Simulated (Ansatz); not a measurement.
## Convergence series on Pb (Fm-3m, 1 atom in the cell)

```xyz
1
Lattice="0.0000 2.4835 2.4835 2.4835 0.0000 2.4835 2.4835 2.4835 0.0000" Properties=species:S:1:pos:R:3 pbc="T T T"
Pb     0.0000     0.0000     0.0000
```

Method of the run: PBE, harder PAW files (source: ansatz) (plane waves; Ansatz, a first-principles code).

The starting cell comes from a database of computed structures (which also holds hypothetical and non-ambient phases and stackings), without a prior relaxation at this level. Its lattice was rescaled by a random factor within 2.5 % of one. Ansatz's pressure includes its estimate of the finite-basis (Pulay) stress.

Held fixed: kpoints.mp_grid.grid = 8 8 8; hamiltonian.xc = pbe; hamiltonian.pseudopotentials = {kind: paw, source: ansatz}; scf.occupations.method = cold; scf.occupations.width = 0.2 eV.

ΔF is the free energy per atom less that of the last row (1160 eV).

The first pressure column holds Ansatz's estimate of the finite-basis (Pulay) stress, which hides part of the cutoff error; the other is without it.

```
basis.ecutwfc  ΔF (meV/atom)  pressure (GPa)  pressure at a fixed set of plane waves (GPa)  plane waves  iterations
-------------  -------------  --------------  --------------------------------------------  -----------  ----------
230 eV               42612.5           -6.31                                       -903.85          259           7
290 eV                8231.3            2.92                                       -234.70          331           6
350 eV                1422.8            1.90                                        -51.30          459           6
405 eV            (withheld)            1.96                                         -9.74          537           6
465 eV            (withheld)            1.97                                          0.32          725           6
520 eV                  1.54            1.98                                          1.83          869           6
580 eV                  0.28            1.99                                          1.98          941           6
665 eV                  0.18            1.98                                          1.98         1243           6
755 eV                  0.15            1.98                                          1.98         1459           6
870 eV                  0.10            1.98                                          1.98         1807           6
1015 eV                 0.07            1.98                                          1.98         2229           6
1160 eV                 0.00            1.98                                          1.98         2733           6
```

Question: Fill in the missing entries.

Answer: 
- 405 eV, ΔF (meV/atom): 239.5
- 465 eV, ΔF (meV/atom): 23.6

Keys are those of Ansatz 0.2.
